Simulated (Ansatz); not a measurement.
F on the 1x1 (100) surface of monoclinic ZrO2 (cut with top plane 2 O), one in a 1x1 cell, energies for each (28.2 Å²). Energies are against ½ F2(g), without zero-point or thermal terms; each row is named by its start.

Host crystal: monoclinic ZrO2, with a band gap (PBE, scalar-relativistic without spin-orbit coupling).

The numbers are results of PBE (plane waves to 420 eV, PAW; Ansatz, a quantum-chemistry and plane-wave program), not measurements.

Slab: 25 atoms, 9.4 Å thick at the start under the adsorbate (thin: gaps and levels are the slab's own); k 4x4x1, smearing 0.01 eV, dipole-corrected; 12 atoms held, the rest relaxed; each run with such symmetry as its start has; spin-polarised, no spin-orbit, no U, no dispersion correction.

A negative adsorption energy means that the adsorbate is more stable on the surface than in its reference. Starts that drift may end in the same place. Heights count from the host atoms within 0.3 Å of the top one. Moments of ungapped slabs depend on the mesh.

```tsv
starting site	E_ads (eV)	height (Å)	nearest host atom (Å)	bonded to	change of the vacuum step (eV)	lateral drift (Å)	moment (μB)
top O	-1.62	0.45	Zr 1.92	Zr	1.53	2.8	1.0
over Zr at depth 1.1 Å	-1.62	0.44	Zr 1.92	Zr	1.52	1.5	1.0
hollow O-O-O	-1.62	0.45	Zr 1.92	Zr	1.52	0.9	1.0
hollow O-O-O over O at depth 6.9 Å	-1.62	0.45	Zr 1.92	Zr	1.52	0.2	1.0
bridge O-O (span 5.2 Å)	-1.62	0.45	Zr 1.92	Zr	1.52	1.1	1.0
bridge O-O (span 5.4 Å)	-1.62	0.45	Zr 1.92	Zr	1.52	0.3	1.0
```
